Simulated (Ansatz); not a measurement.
The parent structure is SnO2 in the rutile structure (space group P4_2/mnm, No. 136; a = 4.8276 Å, c = 3.2381 Å). Axes: x, y, z lie along a, b, c of the conventional cell.

The values are results of DFT with PBE, PAW potentials and a 420 eV plane-wave cutoff in Ansatz (a quantum-chemistry and plane-wave program), no spin-orbit coupling, not measurements.

Strains are applied to the cell and any free atomic positions relax.

One change was made to it. Results:

```json
[
 {"quantity": "pressure (mean of the normal stresses, compression positive)", "base": "0.00 GPa", "after": "-3.58 GPa"},
 {"quantity": "gap character", "base": "direct at Γ", "after": "direct at Γ"},
 {"quantity": "valence-band top at Γ (three highest levels, from the VBM)", "base": "0.00, -0.74, -0.74 eV", "after": "0.00, -0.70, -0.70 eV"}
]
```

Q: Which change produced these results?
A) uniaxial strain ε_zz = +3.00 %
B) uniaxial strain ε_zz = +1.20 %
C) uniaxial strain ε_zz = +1.80 %
D) uniaxial strain ε_zz = +2.40 %

A: C, uniaxial strain ε_zz = +1.80 %. For comparison, the valence-band top at Γ in the other runs: uniaxial strain ε_zz = +1.20 % gives 0.00, -0.71, -0.71 eV; uniaxial strain ε_zz = +2.40 % gives 0.00, -0.69, -0.69 eV; uniaxial strain ε_zz = +3.00 % gives 0.00, -0.67, -0.67 eV.

Whether these cells are dynamically stable was not tested.
